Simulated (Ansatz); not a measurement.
## HfN (I4/mmm): band-structure transport figures

Data:

```xyz
2
Lattice="0.0000 2.2577 2.2478 2.2577 0.0000 2.2478 2.2577 2.2577 0.0000" Properties=species:S:1:pos:R:3 pbc="T T T"
Hf     0.0000     0.0000     0.0000
N      2.2577     2.2577     2.2478
```

The numbers are results of PBEsol, rigid bands (plane waves, PAW, scalar-relativistic; Ansatz, a quantum-chemistry and plane-wave program), not measurements. Condition of this run: biaxial stress xx = yy = -2 GPa (compression positive) (the target of the relaxation). Geometry: cell and atoms relaxed with PBEsol, then loaded as said.

The density of states at the Fermi level comes out as 0.605 states/(eV·cell), both spins and the bare Sommerfeld coefficient comes out as 0.71 mJ/(mol of atoms·K²). The drude plasma energy is 9.3 eV, the root-mean-square Fermi velocity comes out as 1.1e6 m/s and the resistivity times τ comes out as 5.7 ×10⁻²² Ω·m·s.

A metal at this level (no band gap); rigid bands, thermally averaged at 300 K, both spins. Spin-orbit coupling is left out, which matters with elements this heavy. τ is one relaxation time for all states.
